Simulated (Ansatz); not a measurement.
We consider AlB2-type HfB2, described by HSE06-D3(BJ) (Ansatz, a program for electronic structure, plane waves, PAW).

Run with plane-wave cutoff 460 eV, 12×12×8 k mesh (along the axes of the cell as run), Fermi–Dirac smearing 0.05 eV, scalar-relativistic PAW data made under PBE.

Computed at the level's own relaxed cell.

Q: Estimate the lattice parameter a and lattice parameter c that the calculation returns.

A: 
lattice parameter a: 3.105 Å
lattice parameter c: 3.438 Å

Measured, for comparison: lattice constant a 3.14 Å, lattice parameter c 3.48 Å (temperature not stated, copied from a table, unchecked, not corrected to a static lattice; as tabulated in Journal of Nuclear Materials 21, 14 (1967)). Computed (rounded) less measured: lattice constant a not scored (unchecked), lattice parameter c not scored (unchecked). A static lattice is as a rule a little smaller and stiffer than an uncorrected measurement, which narrows the difference in the lattice constant a, lattice parameter c and would widen misses of the other sign.

Spin–orbit coupling is not included.

Computing time: very roughly 80 core-minutes.
